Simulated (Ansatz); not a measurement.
The parent structure is AlN in the wurtzite structure (space group P6_3mc, No. 186).

```xyz
4
Lattice="3.1066 0.0000 0.0000 -1.5533 2.6904 0.0000 0.0000 0.0000 4.9780" Properties=species:S:1:pos:R:3 pbc="T T T"
Al     0.0000     1.7936     4.9610
Al     1.5533     0.8968     2.4720
N      0.0000     1.7936     1.8828
N      1.5533     0.8968     4.3718
```

Cartesian axes are those of the cell as printed.

Calculations: r2SCAN, PAW, 500 eV (Ansatz, a first-principles code; spin-orbit coupling left out), earlier PAW set.

For the base:

```
Quantity   Result
--------  -------
Band gap  4.87 eV
```

The change: uniaxial strain ε_yy = +1.36 %, all other strain components held at zero, atoms relaxed at fixed cell.

What does the calculation give for the band gap after the change?

The band gap shrinks by 0.16 eV, from 4.87 eV to 4.71 eV.

How does this affect the energy relative to the base?

The energy increases by 2.4 meV/atom.

No phonon test of stability was made.
